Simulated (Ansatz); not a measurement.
Take InAs in the zinc blende structure (space group F-43m, No. 216; a = 6.087 Å) as the base. Axes: x, y, z lie along the cube axes.

Method: PBEsol/PAW in Ansatz (an electronic-structure program), no spin-orbit coupling.

For the base:

```
Property           Result
---------------  --------
Volume per atom  28.20 Å³
```

Now apply this change: biaxial strain −1.67 %, plane normal [111], relaxed out of plane (Cartesian); in-plane vectors clamped, the third vector and the atoms free.

Task: Predict the new volume per atom and energy relative to the base.

Result: The volume per atom falls by 0.642 Å³ to 27.55 Å³; the energy rises by 5.8 meV/atom.

A case with no gap was solved on a k-mesh chosen for an insulator, which is coarse for it. No phonon test of stability was made. All final runs are without spin polarisation.
